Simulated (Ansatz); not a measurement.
Output of an Ansatz run (abridged):

```
WARN ansatz: RAYON_NUM_THREADS=1 ignored (pool sized by the plan → 1); use --threads N
Pseudopotentials: kind: paw
Pseudopotential: Ag, paw, valence charge 19
Crystal: 1 atoms, lattice volume = 17.362 Å³
Basis set: ecut = 420 eV, 331 PW (Γ), exchange–correlation on 40×40×40 points (8 copies of the dense FFT grid, shifted against one another)
Bands: 14, of which v1, the nominal top of the filled ones, is band 10 counted from 1 (9 counted from 0)
Symmetry: 48 space group operations
Space group: Fm-3m (ITA 225), of the structure as read, at distance tolerance 2.6e-5 Å
k-points: 104 of 2744
Initial density: superposition of atomic densities (neutral atoms: chi_scale 0, normalization atom), corrected by the library's trained network
Initial wavefunctions: pseudopotential atomic-orbital guess
Eigensolver: davidson
Functional: x = pbe(κ = 0.804, μ = 0.2195149727645171), c = pbe(β = 0.06672455060314922)
SCF iter   1: F=—  HF=-7590.553594 eV  |F-HF|=—  |Δ(HF+E_count)|=         —  Δρ=8.03e-4  dr2=1.50e-5  ethr=1.77e-3  ⟨swp⟩=4.6  Hψ=7221  notcnv=0
all-band conjugate gradients solve this SCF's bands
preconditioner: auto → none
SCF iter   2: F=—  HF=-7590.553785 eV  |F-HF|=—  |Δ(HF+E_count)|=   1.91e-4  Δρ=4.56e-4  dr2=5.56e-6  ethr=7.88e-8  ⟨swp⟩=2.1  Hψ=3305  notcnv=0
SCF iter   3: F=—  HF=-7590.553828 eV  |F-HF|=—  |Δ(HF+E_count)|=   4.33e-5  Δρ=2.51e-4  dr2=9.67e-6  ethr=2.93e-8  ⟨swp⟩=2.0  Hψ=2447  notcnv=0
SCF iter   4: F=—  HF=-7590.553826 eV  |F-HF|=—  |Δ(HF+E_count)|=   2.60e-6  Δρ=6.39e-5  dr2=5.89e-7  ethr=2.93e-8  ⟨swp⟩=2.1  Hψ=1999  notcnv=0
iter 5 did not close the SCF: its close was put off for the readings that it lacked (scf_convergence_deferred on its scf_iter line)
SCF iter   5: F=-7590.553826 eV  HF=-7590.553826 eV  |F-HF|=3.06e-9  |Δ(HF+E_count)|=   8.95e-8  Δρ=1.14e-5  dr2=1.39e-8  ethr=3.10e-9  ⟨swp⟩=2.0  Hψ=2002  notcnv=0
SCF iter   6: F=-7590.553826 eV  HF=-7590.553826 eV  |F-HF|=3.04e-9  |Δ(HF+E_count)|=   4.70e-9  Δρ=4.83e-6  dr2=4.01e-9  ethr=7.30e-11  ⟨swp⟩=2.3  Hψ=4398  notcnv=0
SCF 1 converged in 6 iterations: F = -7590.553826 eV  dr2 = 4.01e-9
SCF converged after 6 iterations
Free energy (F): -7590.553826 eV
Harris-Foulkes:  -7590.553826 eV  (|F-HF|=3.04e-9)
Internal energy: -7590.544499 eV  (E = F + TS)
E sigma→0 (E₀):  -7590.549162 eV
Entropy (-TS):   -0.009326 eV (-9.326 meV/atom)
Fermi energy:    16.904623 eV
--- Per-component energies (eV) ---
  E_band       = -240.786137
  E_kinetic    = 527.323797
  E_local      = -2221.955069  (includes V_loc(G=0)·N_el)
  E_nonlocal   = 79.937653
  E_hartree    = 1010.143700
  E_xc         = -184.940596
  E_vxc        = -235.000796  (∫ρ·V_xc dr)
  E_paw        = -3901.936186  (= ΣΔE_a)
  E_vpaw       = -411.383482  (= ΣTr[D̂ρ^β])
  E_aug_tail   = 0.000331  (compensation charges beyond the density's cutoff)
  E_ewald      = -2899.118129
  E_smearing   = -0.009326  (= −TS)
  E_closure    = 0.000000  (closes the sum)
  Σ components = -7590.553826   (vs F -7590.553826, Δ=0.00e0)
--- Forces (eV/Å), atoms counted from 1 ---
  atom   1  Ag    -0.00000000     0.00000000     0.00000000
  max |Σ_I F_I| component: 1.07e-31 eV/Å
--- Stress (GPa, compression-positive) ---
        2.715320       0.000000      -0.000000
        0.000000       2.715320       0.000000
       -0.000000       0.000000       2.715320
  P = ⅓ Tr σ = 2.7153 GPa (27.153 kbar)
  The stress holds the Pulay correction. Without it, at fixed plane waves, as pw.x and ABINIT print it: P = 2.6486 GPa
--- Band table (eV; the first three rows and the last of 104) ---
  k-point 0: bands = ["-74.9602", "-38.3574", "-38.3574", "-38.3574", "9.3077", "12.2364", "12.2364", "12.2364", "13.2424", "13.2424", "32.8075", "36.2843", "36.2843", "36.2843"]
  k-point 1: bands = ["-74.9595", "-38.3650", "-38.3585", "-38.3585", "9.4648", "12.2015", "12.2790", "12.2790", "13.2266", "13.2266", "32.8165", "35.0580", "36.3459", "36.3459"]
  k-point 2: bands = ["-74.9573", "-38.3862", "-38.3617", "-38.3617", "9.9045", "12.1399", "12.3771", "12.3771", "13.2088", "13.2088", "31.8453", "33.7597", "36.4687", "36.4687"]
  k-point 103: bands = ["-74.9393", "-38.4690", "-38.4498", "-38.4169", "11.3269", "11.6628", "12.3210", "13.3021", "14.2196", "21.9819", "23.7209", "23.7905", "25.1508", "38.1533"]
```

The structure:

```
CELL_PARAMETERS angstrom
      0.00000     2.05523     2.05523
      2.05523     0.00000     2.05523
      2.05523     2.05523     0.00000
ATOMIC_POSITIONS crystal
  Ag 0.00000 0.00000 0.00000
```

Q: What input produced this log?

A: Other spellings and defaults could give the same log, and not every line can be read from it. The input that was run (DFT, PBE, plane waves, default PAW files):

Ansatz 0.2 input:
```yaml
crystal:
  lattice:
    - [0.000000, 2.055225, 2.055225]
    - [2.055225, 0.000000, 2.055225]
    - [2.055225, 2.055225, 0.000000]
  atoms:
    - { symbol: Ag, position: [0.000000, 0.000000, 0.000000] }
basis:
  ecutwfc: 420.0
kpoints:
  mp_grid: { grid: [14, 14, 14] }
hamiltonian:
  xc: pbe
  pseudopotentials: { kind: paw }
scf:
  occupations: { method: fermi_dirac, width: 0.1 }
output:
  forces: true
  eigenvalues: true
  stress: true
```

The starting cell has typed, rounded lattice constants, without a prior relaxation at this level. Its lattice was rescaled by up to half a per cent. Ansatz's pressure includes its estimate of the finite-basis (Pulay) stress.

Ansatz is a quantum-chemistry and plane-wave program.
